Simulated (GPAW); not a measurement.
Input and output of a self-consistent single point for IrRh3 (I4/mmm, 4 atoms in the cell) (GPAW).

Method of the run: PBEsol, GPAW PAW datasets PBEsol (made by gpaw-setup) (plane waves; GPAW).

```
IrRh3
1.0
   -1.90678     1.90678     3.81948
    1.90678    -1.90678     3.81948
    1.90678     1.90678    -3.81948
Ir Rh
1 3
Cartesian
  0.00000   0.00000   0.00000
  0.00000   1.90678   1.90974
  1.90678   0.00000   1.90974
  0.00000   0.00000   3.81948
```

Reference input (self-consistent single point, DFT LDA (Perdew-Wang 92), plane waves, GPAW PAW datasets LDA (gpaw-data 1.0.1)): mode = pw; ecut = 550 eV; xc = LDA; kpts = 10 10 10; mesh shift (steps) = 0 0 0; occupations.name = methfessel-paxton; occupations.width = 0.136 eV; occupations.order = 0; nbands = -12; convergence.forces = 0.001 eV/Å; symmetry.symmorphic = false; symmetry.tolerance = 0.0005. This run's input differs from it in these lines:

```diff
@@ -15,3 +15,3 @@
 calc = GPAW(mode=PW(550),
-            xc='LDA',
+            xc='PBEsol',
             kpts={'size': (10, 10, 10), 'gamma': True},
```

Its files differ too (potentials: GPAW PAW datasets PBEsol (made by gpaw-setup)).

Log, with long lists cut:

```
     iter     time        total  log10-change:
                         energy   eigst   dens  force
iter:   1 --:--:--   -37.609555
iter:   2 --:--:--   -36.691798   -1.39  -1.35
iter:   3 --:--:--   -35.567323   -1.74  -1.40
iter:   4 --:--:--   -35.838542   -1.94  -1.55
iter:   5 --:--:--   -34.913665   -1.47  -1.56
iter:   6 --:--:--   -34.881237   -3.45  -2.21
iter:   7 --:--:--   -34.878757   -2.96  -2.28
iter:   8 --:--:--   -34.869312c  -3.18  -2.62
iter:   9 --:--:--   -34.869512c  -3.69  -2.97
iter:  10 --:--:--   -34.869444c  -4.53  -3.35
iter:  11 --:--:--   -34.869325c  -5.37  -3.36
iter:  12 --:--:--   -34.869382c  -5.16  -3.30
iter:  13 --:--:--   -34.869232c  -5.40  -3.46
iter:  14 --:--:--   -34.869089c  -5.51  -3.65
iter:  15 --:--:--   -34.869093c  -6.27  -4.13c
iter:  16 --:--:--   -34.869094c  -7.51c -4.25c
iter:  17 --:--:--   -34.869093c  -8.51c -4.38c -17.22c
Converged after 17 iterations.

Dipole moment: (0.000000, -0.000000, -0.000000) |e|*Ang

Energy contributions relative to reference atoms: (reference = -874556.866159)

Kinetic:        -17.683816
Potential:       +9.402669
External:        +0.000000
XC:             -26.139121
Entropy (-ST):   -0.043128
Local:           -0.427261
SIC:             +0.000000
--------------------------
Free energy:    -34.890657
Extrapolated:   -34.869093

Showing only first 2 kpts
 Kpt  Band  Eigenvalues  Occupancy
  0    28     13.04458    0.00000
  0    29     13.26498    0.00000
  0    30     13.50671    0.00000
  0    31     13.50673    0.00000

  1    28     12.29966    1.65616
  1    29     12.75577    0.00015
  1    30     12.98222    0.00000
  1    31     13.40237    0.00000

Fermi level: 12.39069

No gap
No difference between direct/indirect transitions
Energy (eV): -34.869093

Forces in eV/Ang:
  0 Ir    0.00000   -0.00000   -0.00000
  1 Rh    0.00000    0.00000    0.00000
  2 Rh    0.00000    0.00000    0.00000
  3 Rh    0.00000    0.00000    0.00000

Stress tensor:
     0.026287     0.000000     0.000000
     0.000000     0.026287     0.000000
     0.000000     0.000000     0.026790
Stress (GPa, Voigt): [4.2116 4.2116 4.2923 0.     0.     0.    ]
```

The run converged in 17 iterations. GPAW prints stress with tension positive. Against the reference run the pressure goes from -11.18 to -4.24 GPa.

The starting cell comes from a database of computed structures (which also holds hypothetical and non-ambient phases and stackings), without a prior relaxation at this level. Spin polarisation is off. With a pressure of about -4 GPa the cell is away from its equilibrium volume at this level.

Cost on one core of a shared machine: roughly 3 min.
